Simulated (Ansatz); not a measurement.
Consider PbS in the rock salt structure (space group Fm-3m, No. 225; a = 5.903 Å). Axes: x, y, z lie along the cube axes.

Level of theory: Ansatz (an electronic-structure program) PBEsol, no spin-orbit coupling.

Now apply this change: a pure shear with ε_xy = ε_yx = 0.0114; the atoms relax in the strained cell.

### Question
Predict the stress tensor and what it implies for the stiffness.

### Answer
Stress of the strained cell less that of the base (GPa, compression positive):
```
   0.00   -0.44    0.00
  -0.44    0.00    0.00
   0.00    0.00   -0.02
```

Then −Δσ/γ with γ = 2ε = 0.0228 gives relaxed-ion elastic constants: C66 ≈ 19 GPa.

Whether these cells are dynamically stable was not tested.
